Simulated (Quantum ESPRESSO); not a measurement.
## Habitual settings against a tight run: Be5Pt (F-43m, 6 atoms in the cell)

Self-consistent single point.

```
Be5Pt
1.0
   -3.03973     0.00000     3.03973
    0.00000     3.03973     3.03973
   -3.03973     3.03973     0.00000
Be Pt
5 1
Cartesian
 -1.51987   1.51987   1.51987
 -2.28430   2.28430   3.79517
 -3.79517   2.28430   2.28430
 -3.79517   3.79517   3.79517
 -2.28430   3.79517   2.28430
  0.00000   0.00000   0.00000
```

Level of theory: PBEsol, GBRV 1.5 ultrasoft (PBESOL) pseudopotentials (plane waves; Quantum ESPRESSO 7.5).

Base settings: ecutwfc = 40 Ry; ecutrho = 320 Ry; occupations = smearing; smearing = cold; degauss = 0.0073499 Ry; potentials = {Be: be_pbesol_v1.4.uspp.F.UPF, Pt: pt_pbesol_v1.4.uspp.F.UPF}; K_POINTS = automatic 9 9 9 0 0 0; conv_thr = 1e-11 Ry; mixing_beta = 0.3.

Tight run (finer mesh or higher cutoff; not a proven limit): ecutwfc: 40 Ry → 56 Ry; ecutrho: 320 Ry → 448 Ry; conv_thr: 1e-11 Ry → 7.3e-11 Ry; K_POINTS: automatic 9 9 9 0 0 0 → automatic 13 13 13 0 0 0. It gave Fermi level (on the code's own zero) 12.23 eV; pressure -10.45 GPa; largest force (vector length) 0.102 eV/Å.

Quick runs, as changes from the base:
- A: the base itself
- B: ecutwfc: 40 Ry → 32 Ry; ecutrho: 320 Ry → 256 Ry; degauss: 0.0073499 Ry → 0.019992 Ry; conv_thr: 1e-11 Ry → 7.3e-05 Ry; pseudopotentials: {Be: be_pbesol_v1.4.uspp.F.UPF, Pt: pt_pbesol_v1.4.uspp.F.UPF} → {Be: be_lda_v1.4.uspp.F.UPF, Pt: pt_lda_v1.4.uspp.F.UPF}; K_POINTS: automatic 9 9 9 0 0 0 → automatic 2 2 2 1 1 1 [LDA (PZ)]
- C: ecutwfc: 40 Ry → 28 Ry; ecutrho: 320 Ry → 224 Ry; smearing: cold → gauss; degauss: 0.0073499 Ry → 0.036749 Ry; pseudopotentials: {Be: be_pbesol_v1.4.uspp.F.UPF, Pt: pt_pbesol_v1.4.uspp.F.UPF} → {Be: be_lda_v1.4.uspp.F.UPF, Pt: pt_lda_v1.4.uspp.F.UPF}; K_POINTS: automatic 9 9 9 0 0 0 → automatic 4 4 4 1 1 1 [LDA (PZ)]
- D: ecutwfc: 40 Ry → 20 Ry; ecutrho: 320 Ry → 160 Ry; smearing: cold → gauss; degauss: 0.0073499 Ry → 0.0147 Ry; K_POINTS: automatic 9 9 9 0 0 0 → automatic 4 4 4 1 1 1
- E: K_POINTS: automatic 9 9 9 0 0 0 → automatic 4 4 4 0 0 0
- F: ecutwfc: 40 Ry → 24 Ry; ecutrho: 320 Ry → 192 Ry; smearing: cold → mp; degauss: 0.0073499 Ry → 0.036749 Ry; K_POINTS: automatic 9 9 9 0 0 0 → automatic 3 3 3 0 0 0

Energies are extrapolated to zero smearing width, which holds to low order in the width alone (under cold and Methfessel-Paxton smearing the free energy itself is taken).

Dashes: energy of B, C, another energy zero; pressure of B, not trusted under this conv_thr with d or f elements; time of B, C, D, F, under 30 s.

† marks runs with another functional, U, potentials or spin treatment: their distance from the tight run is not a convergence error alone.

The count of work is k-points × plane waves × bands × iterations; it is no time. Core times come from one kind of shared machine and are given to one figure; runs under 30 s give none.

The starting cell comes from a database of computed structures (which also holds hypothetical and non-ambient phases and stackings), without a prior relaxation at this level. Its lattice was rescaled by a random factor within 2.5 % of one. Spin polarisation is off. In the base run, with a pressure of about -11 GPa the cell is away from its equilibrium volume at this level.

```csv
run,energy less tight (meV/atom),pressure less tight (GPa),largest miss in a force vector (eV/Å),count of work / tight,core time / tight (rough)
A,5.9,-0.63,0.006,0.27,0.3
B†,–,–,0.019,0.0054,–
C†,–,-25.58,0.046,0.042,–
D,2819.3,-211.93,0.028,0.047,–
E,13.5,-0.55,0.074,0.057,0.1
F,744.8,-71.48,0.029,0.013,–
```

Among the runs at the tight run's level, the energy misses run from 5.9 to 2819.3 meV/atom.
